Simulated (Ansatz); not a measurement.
Take Nb in the bcc (W type) structure (space group Im-3m, No. 229; a = 3.304 Å; relaxed with 0.1 eV smearing) as the base. Axes: x, y, z lie along the cube axes.

The values are results of r2SCAN/PAW in Ansatz (an electronic-structure program), scalar-relativistic without spin-orbit coupling, not measurements.

Perturbation: an isotropic linear strain of +2.00 %; the atoms relax in the strained cell.

Question: Predict the stress tensor and what it implies for the stiffness.

Answer: Stress of the strained cell less that of the base (GPa, compression positive):
```
   -9.3     0.0     0.0
    0.0    -9.3     0.0
    0.0     0.0    -9.3
```

Then B = −ΔP/(ΔV/V₀) with ΔV/V₀ = 0.0612 gives secant stiffness values (nonlinear terms included at this strain): B ≈ 152 GPa.

As a check, the harmonic strain energy −½ V₀ Δσ:ε is 31 meV/atom; the computed energy rise is 33 meV/atom.

Whether these cells are dynamically stable was not tested. All final runs are without spin polarisation.
